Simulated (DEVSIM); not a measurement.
Device: Ru/SiO2/p-Si capacitor, at 250 K.

| layer (left to right) | material | thickness (nm) | Na (cm⁻³) |
|---|---|---|---|
| 1 | SiO2 | 28.0 | - |
| 2 | Si | 1100 | 2.8e17 |

Metal gate on the left, work function 4.7 eV. Fixed charge at the semiconductor interface 0 cm⁻² (in units of +e); no interface traps.

Constants are typed, rounded textbook-type inputs, not results; the design itself was drawn at random and stands for no fabricated device. Values at 300 K; Nc and Nv go as T^1.5, mobilities as T to minus their exponent, the gap by Varshni's rule with the affinity fixed.

```csv
parameter,SiO2,Si
gap (eV),9,1.124
affinity (eV),0.9,4.05
permittivity,3.9,11.7
Nc (cm⁻³),-,2.86e19
Nv (cm⁻³),-,3.1e19
Varshni α (eV/K),-,0.000473
Varshni β (K),-,636
```

DEVSIM, 1D Poisson equation in equilibrium, Boltzmann statistics, complete ionisation; no quantum confinement or tunnelling. Metal contacts follow the ideal Schottky-Mott rule: no Fermi-level pinning, no interface dipoles.

The temperature was swept, all else fixed.

| temperature (K) | flat-band voltage (V) | minimum of the low-frequency capacitance (μF/cm²) |
|---|---|---|
| 250 | -0.39 | 0.0719 |
| 300 | -0.35 | 0.0731 |
| 350 | -0.31 | 0.0748 |
| 400 | -0.27 | 0.0770 |
| 450 | -0.23 | 0.0796 |
| 500 | -0.18 | 0.0824 |

From the first row to the last the flat-band voltage goes from -0.39 to -0.18. From the first row to the last the minimum of the low-frequency capacitance goes from 0.0719 to 0.0824.
